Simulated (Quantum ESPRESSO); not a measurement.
Worked example: self-consistent single point of Y₂C (P1, 3 atoms in the cell) in Quantum ESPRESSO.

Computed with PBEsol, SSSP 1.1.2 efficiency (PBE) pseudopotentials (plane waves; Quantum ESPRESSO 7.5).

The change in words: lattice scaled by 0.98. Reference geometry:
```
CELL_PARAMETERS angstrom
      1.81014     1.04508     6.11692
     -1.81014     1.04508     6.11692
      0.00000    -2.09016     6.11692
ATOMIC_POSITIONS crystal
  Y  0.77124 0.73850 0.71414
  Y  0.27971 0.25504 0.24502
  C  0.94905 0.00647 0.04084
```

Reference input (self-consistent single point, DFT, PBEsol, plane waves, SSSP 1.1.2 efficiency (PBE) pseudopotentials): ecutwfc = 45 Ry; ecutrho = 360 Ry; occupations = smearing; smearing = gaussian; degauss = 0.019992 Ry; input_dft = pbesol; potentials = {Y: Y_pbe_v1.uspp.F.UPF, C: C.pbe-n-kjpaw_psl.1.0.0.UPF}; K_POINTS = automatic 6 6 6 0 0 0; conv_thr = 1e-10 Ry. This run's input differs from it in these lines:

```diff
@@ -26,5 +26,5 @@
 ATOMIC_POSITIONS angstrom
-Y     0.0592674402    0.0851198387   13.6032843705
-Y     0.0446614609    0.0467287515    4.7697379954
-C    -0.1039289010   -0.1318465000   -0.0222594828
+Y     0.0580820815    0.0834166985   13.3312197060
+Y     0.0437682242    0.0457939153    4.6743435942
+C    -0.1018503058   -0.1292095655   -0.0218142948
 K_POINTS automatic
@@ -32,5 +32,5 @@
 CELL_PARAMETERS angstrom
-   1.8101350000     1.0450820000     6.1169230000
-  -1.8101350000     1.0450820000     6.1169230000
-   0.0000000000    -2.0901640000     6.1169230000
+   1.7739320000     1.0241800000     5.9945850000
+  -1.7739320000     1.0241800000     5.9945850000
+   0.0000000000    -2.0483610000     5.9945850000
```

The program printed (abridged):

```
     Self-consistent Calculation

     iteration #  1     ecut=    45.00 Ry     beta= 0.70

     negative rho (up, down):  8.660E-02 0.000E+00

     total energy              =    -191.81850583 Ry
     estimated scf accuracy    <       1.56783280 Ry

     iteration #  2     ecut=    45.00 Ry     beta= 0.70

     negative rho (up, down):  8.627E-02 0.000E+00

     total energy              =    -191.37204365 Ry
     estimated scf accuracy    <      10.14954318 Ry

     iteration #  3     ecut=    45.00 Ry     beta= 0.70

     negative rho (up, down):  8.638E-02 0.000E+00

     total energy              =    -192.75273177 Ry
     estimated scf accuracy    <       0.13299715 Ry

   [... 8 blocks of this kind left out ...]

     iteration # 12     ecut=    45.00 Ry     beta= 0.70

     negative rho (up, down):  8.741E-02 0.000E+00

     total energy              =    -192.76766636 Ry
     estimated scf accuracy    <       0.00000001 Ry

     iteration # 13     ecut=    45.00 Ry     beta= 0.70

     negative rho (up, down):  8.741E-02 0.000E+00
     End of self-consistent calculation

     Number of k-points >= 100: set verbosity='high' to print the bands.

     the Fermi energy is    10.3503 ev

!    total energy              =    -192.76766636 Ry
     estimated scf accuracy    <          2.0E-11 Ry
     smearing contrib. (-TS)   =      -0.00626801 Ry
     internal energy E=F+TS    =    -192.76139835 Ry

     convergence has been achieved in  13 iterations

     negative rho (up, down):  8.741E-02 0.000E+00

     Forces acting on atoms (cartesian axes, Ry/au):

     atom    1 type  1   force =    -0.00466423   -0.02557040    0.01180640
     atom    2 type  1   force =    -0.02778079   -0.01749095   -0.02080096
     atom    3 type  2   force =     0.03244502    0.04306135    0.00899456

     Total force =     0.072892     Total SCF correction =     0.000018

     negative rho (up, down):  8.741E-02 0.000E+00
          total   stress  (Ry/bohr**3)                   (kbar)     P=       30.49
   0.00020153   0.00001392   0.00012309           29.65        2.05       18.11
   0.00001392   0.00016191  -0.00004331            2.05       23.82       -6.37
   0.00012309  -0.00004331   0.00025831           18.11       -6.37       38.00

   JOB DONE.
```

The run converged in 13 iterations. Against the reference run the free energy goes up by 3.2 meV/atom, the pressure goes from -2.18 to 3.05 GPa and the largest force goes from 1.099 to 1.405 eV/Å.

The starting cell comes from a database of computed structures (which also holds hypothetical and non-ambient phases and stackings), without a prior relaxation at this level. Its atoms were displaced at random from the sites of space group no. 166. For this run, on top of that: lattice scaled by 0.98. With a pressure of about 3 GPa the cell is away from its equilibrium volume at this level. Forces in this geometry exceed 1 eV/Å.

Cost on one core of a shared machine: roughly 4 min.
